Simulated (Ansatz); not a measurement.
The reference is an 8-atom supercell of InSb in the zinc blende structure (space group F-43m, No. 216; a = 6.520 Å) at its relaxed geometry.

Level of theory: PBEsol/PAW in Ansatz (a quantum-chemistry and plane-wave program), spin-orbit coupling left out, earlier PAW set.

Base values:

| Quantity | Result |
|---|---|
| Pressure | 0.0 GPa |

Modification: one In atom is replaced by Sn, atoms relaxed at fixed cell, starting from a slightly rattled geometry.

Tabulated Pauling electronegativity and covalent radius: In 1.78, 1.42 Å; Sn 1.96, 1.39 Å.

What happens to the largest displacement of a host atom from its site in the perfect cell and pressure?

The largest displacement of a host atom from its site in the perfect cell comes out as 0.04 Å; the pressure goes from zero to 1.4 GPa.

In so small a cell the defect repeats every few ångströms: this is an ordered compound, not a dilute defect. All final runs are without spin polarisation. The defect cell is not spin-polarised.
